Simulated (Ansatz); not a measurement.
CsCl-type FeAl, treated with HSE06-D3(BJ) (Ansatz, a first-principles code, PAW).

Run with plane-wave cutoff 460 eV, 10×10×10 k mesh, Fermi–Dirac smearing 0.05 eV, no spin polarisation, scalar-relativistic PAW data made under PBE.

Computed at the level's own relaxed cell.

### Question
Give the computed equilibrium volume per atom, bulk modulus, lattice constant a and pressure derivative B′ of the bulk modulus.

### Answer

* **equilibrium volume per atom**: 11.00 Å³/atom
* **bulk modulus**: 211 GPa
* **lattice constant a**: 2.802 Å
* **pressure derivative B′ of the bulk modulus**: 4.0

Measured, for comparison: equilibrium volume per atom 12.32 Å³/atom, lattice constant a 2.910 Å (room temperature, not corrected to a static lattice; as tabulated in Liu et al. (2023), doi:10.1107/s2414314623010659); bulk modulus 152 GPa (room temperature, not corrected to a static lattice; as tabulated in Yamada et al. (2019), arXiv:1910.09660). Computed (rounded) less measured: equilibrium volume per atom -10.7 %, bulk modulus +39 %, lattice constant a -3.7 %.

Note: the run has no spin polarisation, so it can have missed a magnetic state.

It cost roughly 16 core-minutes of CPU time.
